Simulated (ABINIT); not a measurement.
ABINIT 10.0.3, DFT, PBE, plane waves, JTH v2.0 PBE PAW: NbN (from the phase in space group 225, mp-1580), 2 atoms, spin-polarised from a ferromagnetic start (1 μB on Nb), ending non-magnetic. Basis and mesh were picked for this test and aren't claimed converged.

```json
{
  "cell": "3.15, 3.15, 3.15 Å; 60, 60, 60°",
  "task": "scf",
  "ecut": "20 Ha",
  "pawecutdg": "40 Ha",
  "nband": "16",
  "k mesh (ngkpt)": "6×6×6",
  "shiftk": "0×0×0",
  "nstep": "100",
  "tolvrs": "1e-09",
  "occopt": "7",
  "tsmear": "0.002 Ha",
  "nsppol": "2",
  "prtwf": "0",
  "prtden": "0",
  "paral_kgb": "1",
  "ranks over k-points and spins (np_spkpt)": "2",
  "ranks over bands (npband)": "1",
  "ranks over FFT planes (npfft)": "1",
  "bands a rank in one block (bandpp)": "16",
  "wfoptalg": "114",
  "nline": "4 (default)",
  "kptopt": "1 (default)",
  "k-points after symmetry (for each spin)": "16",
  "bands": "16",
  "symmetry_operations": "48"
}
```

Settings of this run: diemac = 12, iscf = 17, diemix = 0.2, npulayit = 7, dielng = 1.07748, iprcel = 0; 2 ranks.

```tsv
iteration	deltaE (Ha)	residm	nres2
1	-6.77E+01	8.55E-05	5.62E+01
2	6.27E-02	4.38E-05	1.73E+01
3	2.14E-02	7.42E-06	3.39E+00
4	-2.09E-03	3.19E-07	1.06E+00
5	5.48E-04	1.82E-04	3.29E-01
6	-3.45E-04	1.49E-08	5.74E-02
7	-1.62E-04	2.76E-04	5.13E-02
8	-5.17E-05	1.74E-06	3.83E-03
9	-2.50E-06	1.51E-06	1.62E-03
10	-3.23E-06	1.78E-08	5.94E-04
11	-8.24E-07	1.70E-08	2.96E-06
12	-4.04E-09	3.46E-05	2.03E-06
13	-4.46E-08	4.03E-09	2.11E-07
14	-1.21E-09	6.74E-11	1.44E-07
15	-2.18E-09	1.42E-10	5.97E-08
16	-3.55E-10	8.78E-12	3.91E-08
17	-2.23E-10	5.95E-12	2.25E-08
18	-9.84E-11	2.20E-13	1.44E-08
19	-5.99E-11	2.69E-13	9.17E-09
20	-1.69E-11	8.27E-15	5.88E-09
21	-1.55E-12	1.49E-14	3.75E-09
22	9.00E-12	1.50E-15	2.40E-09
23	1.27E-11	1.95E-15	1.54E-09
24	1.36E-11	2.12E-16	9.82E-10
```

It converged after 24 SCF iterations.

Question: Which change of one setting makes this cycle converge in far fewer steps?

Answer: This is not unique; one that fits is diemix = 1 (11 SCF iterations) or diemix = 0.7 (default) (12 SCF iterations), all else kept. The other changes of this size gave: diemix = 0.4 (14). The first change moves the result by: energy under 0.001 meV/atom, pressure 0.0010 GPa, site moments under 0.001 μB. Counts are of single runs.
